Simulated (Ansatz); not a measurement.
## CdS: S → Te

The parent structure is CdS in the wurtzite structure (space group P6_3mc, No. 186; a = 4.1636 Å, c = 6.7672 Å).

One thing is altered: every S is replaced by Te, then cell and atoms are relaxed.

The values are results of Kohn–Sham DFT with the r2SCAN functional, run in Ansatz (an electronic-structure program) with PAW and 500 eV plane waves, scalar-relativistic without spin-orbit coupling, not measurements. k-mesh 8×8×5 (Γ-centred); smearing 0.05 eV (Fermi–Dirac), for the changed cell.

| quantity | base | changed | shift |
|---|---|---|---|
| volume per atom | 25.40 Å³ | 35.28 Å³ | +9.88 Å³ |
| lattice parameter a | 4.164 Å | 4.632 Å | +0.468 Å |
| c/a ratio | 1.625 | 1.640 | +0.015 |
| space group | P6_3mc (No. 186) | P6_3mc (No. 186) | – |
| shortest interatomic distance | 2.544 Å | 2.839 Å | +0.295 Å |
| band gap | 1.63 eV | 1.21 eV | -0.42 eV |
| gap character | direct at Γ | direct at Γ | – |
| width of the top valence band | 1.66 eV | 1.76 eV | +0.10 eV |
| electron mass | 0.15 mₑ along c, 0.16 mₑ across (at Γ) | 0.086 mₑ along c, 0.097 mₑ across (at Γ) | – |
| valence-band top at Γ (three highest levels, from the VBM) | 0.00, 0.00, -0.04 eV | 0.00, 0.00, -0.07 eV | – |

Spin-orbit coupling, missing from the scalar runs, can matter with Te. Masses are band curvatures over ±0.01 Å⁻¹ around the edge. Stability against distortions was not tested. For CdTe in this form, whether it has been made was not checked. This is not the structure that CdTe has at room temperature and ambient pressure.
